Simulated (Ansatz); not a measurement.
The structure below was relaxed with PBE (Ansatz, a program for electronic structure; PAW; 420 eV plane waves; without spin-orbit coupling).

Space group Cm (No. 8); a = 7.715 Å, b = 2.935 Å, c = 5.872 Å, α = γ = 90.00°, β = 101.92°

| atom | site | symmetry | x | y | z |
|---|---|---|---|---|---|
| W | 2a | m | 0.4999 | 0.5000 | 0.0043 |
| W | 2a | m | 0.3310 | 0.0000 | 0.3273 |
| W | 2a | m | 0.1695 | 0.5000 | 0.6673 |
| C | 2a | m | 0.2772 | 0.0000 | 0.9442 |
| C | 2a | m | 0.1105 | 0.5000 | 0.2794 |
| B | 2a | m | 0.4452 | 0.5000 | 0.6108 |

Write out a cell with all atoms.


```xyz
12
Lattice="7.7152 0.0000 0.0000 0.0000 2.9346 0.0000 -1.2132 0.0000 5.7458" Properties=species:S:1:pos:R:3 pbc="T T T"
W      3.8514     1.4673     0.0248
W      2.1569     0.0000     1.8804
W      0.4983     1.4673     3.8342
C      0.9932     0.0000     5.4253
C      0.5133     1.4673     1.6053
B      2.6940     1.4673     3.5097
W      7.7090     0.0000     0.0248
W      6.0145     1.4673     1.8804
W      4.3559     0.0000     3.8342
C      4.8508     1.4673     5.4253
C      4.3709     0.0000     1.6053
B      6.5516     0.0000     3.5097
```
This is the conventional cell.

Each cell is one ordered arrangement of few atoms, which overstates ordering effects compared with a random alloy. No phonon test of stability was made. All final runs are without spin polarisation. An odd electron count without spin: W3BC2. The cell was made from WC by this change: x(B) = 0.333, 6 atoms, Cm.
